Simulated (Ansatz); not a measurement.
Convergence study of the k-point mesh at a smearing width of 0.05 eV for CdPt (P4mm, 2 atoms in the cell)

```
CELL_PARAMETERS angstrom
      2.97650     0.00000     0.00000
      0.00000     2.97650     0.00000
      0.00000     0.00000     3.83451
ATOMIC_POSITIONS crystal
  Cd 0.00000 0.00000 0.01304
  Pt 0.50000 0.50000 0.50000
```

Method: PBEsol, default PAW files made with PBE (plane waves; Ansatz, a first-principles code).

Base settings: basis.ecutwfc = 420 eV; kpoints.mp_grid.grid = 11 11 9; hamiltonian.xc = pbesol; hamiltonian.pseudopotentials = {kind: paw} (the program's default PAW files); scf.occupations.method = fermi_dirac; scf.occupations.width = 0.1 eV.

In this ladder: scf.occupations.width = 0.05 eV.

The second cell is the first with its lattice scaled by 0.98.

Only quantities that move along the ladder and can be compared are tabulated.

The count of work is k-points × plane waves × bands × iterations; it is no time. 

The starting cell comes from a database of computed structures (which also holds hypothetical and non-ambient phases and stackings), without a prior relaxation at this level. Its lattice was rescaled by up to half a per cent. One atom was moved a little off its site on purpose. Spin polarisation is off. In the base run, with a pressure of about -3 GPa the cell is away from its equilibrium volume at this level. Ansatz's pressure includes its estimate of the finite-basis (Pulay) stress.

Steps (kpoints.mp_grid.grid): 4 4 3; 5 5 4; 6 6 5; 7 7 5; 8 8 7; 10 10 8; 12 12 9; 15 15 11; 18 18 14; 21 21 17; 26 26 20.

Q: What is the coarsest kpoints.mp_grid.grid that holds the free energy within 5 meV/atom of the last step, with all finer ones?

A: 7 7 5, at 0.022 of the last step's count of work; the step before is off by 7.1 meV/atom.

Q: What is the coarsest kpoints.mp_grid.grid that holds the energy of the compressed cell less the first within 0.2 meV/atom of the last step, with all finer ones?

A: 18 18 14, at 0.38 of the last step's count of work; the step before is off by 0.30 meV/atom.

Q: What is the coarsest kpoints.mp_grid.grid that holds the pressure within 0.1 GPa of the last step, with all finer ones?

A: 10 10 8, at 0.091 of the last step's count of work; the step before is off by 0.13 GPa.

| kpoints.mp_grid.grid | free energy less the last step's (meV/atom) | energy of the compressed cell less the first (meV/atom) | pressure (GPa) | largest difference of a force vector from the last step's (eV/Å) | count of work / last |
|---|---|---|---|---|---|
| 4 4 3 | 39.44 | 12.56 | -2.89 | 0.014 | 0.010 |
| 5 5 4 | -2.81 | 12.28 | -3.11 | 0.015 | 0.013 |
| 6 6 5 | -7.10 | 11.50 | -3.15 | 0.000 | 0.022 |
| 7 7 5 | 3.60 | 11.87 | -3.16 | 0.004 | 0.022 |
| 8 8 7 | -0.18 | 12.82 | -2.99 | 0.005 | 0.045 |
| 10 10 8 | 0.71 | 11.56 | -3.18 | 0.003 | 0.091 |
| 12 12 9 | -1.82 | 11.62 | -3.20 | 0.001 | 0.12 |
| 15 15 11 | 0.41 | 12.40 | -3.07 | 0.001 | 0.19 |
| 18 18 14 | -0.14 | 12.20 | -3.10 | 0.000 | 0.38 |
| 21 21 17 | -0.06 | 12.03 | -3.13 | 0.000 | 0.51 |
| 26 26 20 | 0.00 | 12.10 | -3.12 | 0.000 | 1.0 |

The energy difference between the two cells stays within 1 meV/atom of the last step's from 4 4 3 on, the total only from 15 15 11 on: much of the error is common to both cells and cancels.

Keys are those of Ansatz 0.2.
